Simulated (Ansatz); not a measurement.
The reference is GaS in the beta-GaS type structure (space group P6_3/mmc, No. 194; a = 3.5344 Å, c = 15.0412 Å; layered, stacked along the Cartesian z axis). Axes: x lies along a and z along c of the hexagonal cell.

Calculations: PBEsol-D3(BJ) (Ansatz, a program for electronic structure; PAW; 420 eV plane waves; no spin-orbit coupling), earlier PAW set.

Base values:

```
Quantity               Result
-------------------  --------
Smallest direct gap   1.73 eV
Pressure             0.00 GPa
```

Modification: tensile biaxial strain of 0.85 % in the plane normal to [001], as in epitaxy on a mismatched substrate; the out-of-plane cell vector and the atoms relax.

Problem. What happens to the smallest direct gap?

Solution. The smallest direct gap drops by 0.208 eV (1.73 eV → 1.53 eV).

Problem. Estimate the effect on the pressure.

Solution. The pressure (mean of the normal stresses, compression positive) goes from zero to -0.80 GPa.

Whether these cells are dynamically stable was not tested.
